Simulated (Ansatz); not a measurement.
## BaTiO3: strain along the normal

BaTiO3 (cubic perovskite, Pm-3m, 12.182 Å³/atom at rest) under an equal strain ε in the (111) plane with the normal axis free, as in a coherent film. LDA in Ansatz, a plane-wave DFT program (PAW, default set), 420 eV, 8×8×8 Γ-centred mesh, Fermi-Dirac smearing 0.05 eV; ions are relaxed within the symmetry of each cell.

Here s stands for strain and y for normal strain.

```
strain (%)  normal strain (%)
----------  -----------------
-1.00                    0.59
-0.50                    0.29
0.00                     0.00
0.50                    -0.29
1.00                    -0.56
2.50                        ?
```

Task: Using a straight line, estimate the missing y at s = 2.50 from the other rows, showing the fit.

Result: Means: s 0, y 0.006. About the means, the sum of products is -1.4400 and the sum of squares of s is 2.5000; the slope is their ratio. Least squares gives y = 0.006 - 0.5760·s. Residuals (row less fit): 0.008, -0.004, -0.006, -0.008, 0.010; standard error 0.010 (degrees of freedom: 3). The slope, -0.58 ± 0.01, is the elastic response of the normal axis. At the withheld row, y = 0.006 - 0.5760 × 2.5 = -1.434%. The calculation gives -1.36%, 0.074% above the prediction (3.8 % of the range of y in the table). The row lies outside the fitted rows, so this is an extrapolation. From the scatter of the fitted rows alone, a prediction at this place has a standard error of 0.019%, so the miss is 3.9 times that.

One order more, fitted to all 11 runs of the series, follows each within 0.01, so the miss is the next term of a smooth law. The primitive cell can neither tilt nor turn polar against its symmetry, as such crystals can under strain. BaTiO3 is here the ideal cubic form; the compound distorts at low or room temperature. Rows are the converged runs of the series near zero and its far end; series whose fitted rows scatter by over a few per cent of the range, as at a crossing or softening among them, aren't shown in this form. Most that stay on the fit to the last digits aren't either.
